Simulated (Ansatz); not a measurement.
Take Sn in the diamond structure (space group Fd-3m, No. 227; a = 6.6554 Å; relaxed with 0.1 eV smearing) as the base. Axes: x, y, z lie along the cube axes.

Structures relaxed with PBE in Ansatz (plane waves to 420 eV, PAW, without spin-orbit coupling).

Base:

Simulated powder pattern, Cu Kα1, λ = 1.54056 Å (kinematic, ideal powder, no thermal factors, no anomalous dispersion; the 10 strongest lines at most, above 2 %, up to 2θ = 90°):

```
2θ (°)  I/Imax (%)    hkl
------  ----------  -----
23.13          100  (111)
38.22           81  (220)
45.15           50  (311)
55.16           14  (400)
60.60           20  (331)
69.08           27  (422)
73.94           15  (511)
81.80          8.5  (440)
86.43           15  (531)
```

One thing is altered: uniaxial stress, 2 GPa tension along x; all other stress components relax to zero.

**Question.** Predict the new powder pattern.

**Answer.** 
Simulated powder pattern, Cu Kα1, λ = 1.54056 Å (kinematic, ideal powder, no thermal factors, no anomalous dispersion; the 10 strongest lines at most, above 2 %, up to 2θ = 90°):

| 2θ (°) | I/Imax (%) | hkl |
|---|---|---|
| 23.00 | 100 | (111) |
| 37.57 | 56 | (220) |
| 38.82 | 25 | (022) |
| 43.39 | 18 | (311) |
| 45.60 | 32 | (131) |
| 56.07 | 8.5 | (040) |
| 59.62 | 14 | (331) |
| 66.97 | 9.8 | (422) |
| 69.47 | 18 | (242) |
| 75.06 | 7.0 | (151) |

The indices refer to the base's conventional cell; one index is shown for lines that coincide. The space group is now I4_1/amd (No. 141).

Load acts through the strain it causes; cell and atoms are relaxed under it. Beyond what the load breaks, stability against distortions was not tested.

Ansatz is a quantum-chemistry and plane-wave program.
